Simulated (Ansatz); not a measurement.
Take Nb in the bcc (W type) structure (space group Im-3m, No. 229; relaxed with 0.1 eV smearing) as the base.

```yaml
crystal:
  lattice:
    - [-1.65223, 1.65223, 1.65223]
    - [1.65223, -1.65223, 1.65223]
    - [1.65223, 1.65223, -1.65223]
  atoms:
    - { symbol: Nb, position: [0.00000, 0.00000, 0.00000] }
```

Cartesian axes are those of the cell as printed.

Computed with r2SCAN (Ansatz, an electronic-structure program; PAW; 500 eV plane waves; without spin-orbit coupling).

Strains are applied to the cell and any free atomic positions relax; under biaxial strain the out-of-plane vector relaxes too.

One change was made to it. Results:

The energy rises by 1.1 meV/atom; the shortest interatomic distance decreases by 0.041 Å, from 2.862 Å to 2.821 Å.

Q: What was done to the base?
A) tensor shear ε_yz = −1.16 %
B) isotropic strain −4.91 %
C) tensor shear ε_yz = −2.14 %
D) biaxial strain +2.09 %, plane normal [001], relaxed out of plane

A: C, tensor shear ε_yz = −2.14 %. For comparison, the shortest interatomic distance in the other runs: biaxial strain +2.09 %, plane normal [001], relaxed out of plane gives 2.879 Å; tensor shear ε_yz = −1.16 % gives 2.840 Å; isotropic strain −4.91 % gives 2.721 Å.

No phonon test of stability was made. The final runs are not spin-polarised.
